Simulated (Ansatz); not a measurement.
Base system: ZrC in the rock salt structure (space group Fm-3m, No. 225; a = 4.709 Å).

(Cell as relaxed with PBE.)

Levels (all Ansatz, a first-principles code, PAW): PBE (420 eV, spin-orbit coupling left out); PBEsol (420 eV, without spin-orbit coupling).

Each level relaxes its own structure.

```json
[
 {"quantity": "volume per atom", "PBE": "13.05 Å³", "PBEsol": "?"},
 {"quantity": "lattice parameter a", "PBE": "4.709 Å", "PBEsol": "?"},
 {"quantity": "band gap", "PBE": "zero", "PBEsol": "?"}
]
```

Q: Predict the PBEsol column.

A: 
- volume per atom, PBEsol: 12.72 Å³
- lattice parameter a, PBEsol: 4.669 Å
- band gap, PBEsol: zero

PBE's volume per atom lies 0.33 Å³ above PBEsol's (2.6 %); PBE's lattice parameter a lies 0.040 Å above PBEsol's (0.9 %); the two agree on the band gap. Neither level is exact; PBEsol is the comparison here, not a measurement.

Stability against distortions was not tested. All final runs are without spin polarisation.
